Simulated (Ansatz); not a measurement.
Take MgS in the rock salt structure (space group Fm-3m, No. 225; a = 5.1821 Å) as the base.

It is then changed as follows: an isotropic linear strain of −0.69 %, atoms relaxed at fixed cell.

Levels (all Ansatz, an electronic-structure program, PAW): PBEsol (420 eV, without spin-orbit coupling); r2SCAN (500 eV, scalar-relativistic without spin-orbit coupling); HSE06 (420 eV, no spin-orbit coupling).

At the geometry relaxed with PBEsol, these levels gave the following band gaps, in shuffled order: (a) 3.53 eV, (b) 3.88 eV, (c) 2.77 eV.

Problem. Match each gap to its level.

Solution. (a) r2SCAN; (b) HSE06; (c) PBEsol.

Single points use the geometry relaxed with PBEsol. HSE06 was sampled on its mesh, a few special points and the semilocal edge points, so its gap is an upper bound. Stability against distortions was not tested. The base started in P3_121 and relaxed to Fm-3m at this level.
